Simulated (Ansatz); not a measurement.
**One base run on CsFe₂P₂ (I4/mmm, 5 atoms in the cell) and variants with one or two settings moved**

```xyz
5
Lattice="-1.8913 1.8913 7.1274 1.8913 -1.8913 7.1274 1.8913 1.8913 -7.1274" Properties=species:S:1:pos:R:3 pbc="T T T"
Cs     0.0000     0.0000     0.0000
Fe     0.0000     1.8913     3.5637
Fe     1.8913     0.0000     3.5637
P      0.0000     0.0000     4.6353
P      0.0000     0.0000     9.6196
```
Moments meant for the start (each program seeds them in its own way; μB, in the order of the atoms Cs Fe Fe P P): 0.0 4.0 4.0 0.0 0.0.

Base run A: PBEsol, PAW files made with PBE (Ansatz, an electronic-structure program), self-consistent single point.

Its settings: basis.ecutwfc = 420 eV; kpoints.mp_grid.grid = 8 8 8; kpoints.mp_grid.shift = 0.5 0.5 0.5; hamiltonian.xc = pbesol; hamiltonian.pseudopotentials = {kind: paw} (the program's default PAW files); magnetization.spin_polarized = true; scf.occupations.method = cold; scf.occupations.width = 0.1 eV.

The starting cell comes from a database of computed structures (which also holds hypothetical and non-ambient phases and stackings), without a prior relaxation at this level. The starting moments vanished: the run ended non-magnetic, which need not be the lowest state. The program warned that a starting moment was not kept. Ansatz's pressure includes its estimate of the finite-basis (Pulay) stress.

ΔF is the free energy per atom less that of run A. 

Run A gave: pressure (GPa) -1.98; largest force (eV/Å) 0.063; k-points 56.

Runs:
- B: scf.occupations.width: 0.1 eV → 0.2 eV
- C: kpoints.mp_grid.grid: 8 8 8 → 7 7 7
- D: crystal.symmetry.detect: default → false
- E: kpoints.mp_grid.grid: 8 8 8 → 19 19 19
- F: scf.convergence.dr2_threshold: default (1e-07 eV) → 1e-05 eV
- G: scf.mixing.algorithm: default (the program chose MSR1) → anderson; scf.mixing.beta: default → 0.1
- H: scf.mixing.preconditioner: default (the program chose Kerker) → local_kerker

### Question
What does run C change against A?

### Answer
The free energy rises by 2.3 meV/atom, the pressure hardly changes (-1.98 to -1.97 GPa) and the largest force goes from 0.063 to 0.107 eV/Å.

### Question
What does run E change against A?

### Answer
The free energy hardly moves (within 1 meV/atom), the pressure moves little (-1.98 to -2.01 GPa) and the largest force goes from 0.063 to 0.111 eV/Å.

### Question
What does run B change against A?

### Answer
The free energy rises by 1.7 meV/atom, the pressure stays near -2.08 GPa while the zz stress (positive for compression) goes from -2.03 to -2.42 GPa and the largest force goes from 0.063 to 0.164 eV/Å.

```
run  ΔF (meV/atom)  pressure (GPa)  largest force (eV/Å)  k-points
---  -------------  --------------  --------------------  --------
A             0.00           -1.98                 0.063        56
B             1.66           -2.08                 0.164        56
C              2.3           -1.97                 0.107        40
D             0.00           -1.98                 0.063       256
E             0.33           -2.01                 0.111       550
F             0.00           -1.98                 0.063        56
G             0.00           -1.98                 0.063        56
H             0.00           -1.98                 0.063        56
```

Keys are those of Ansatz 0.2.
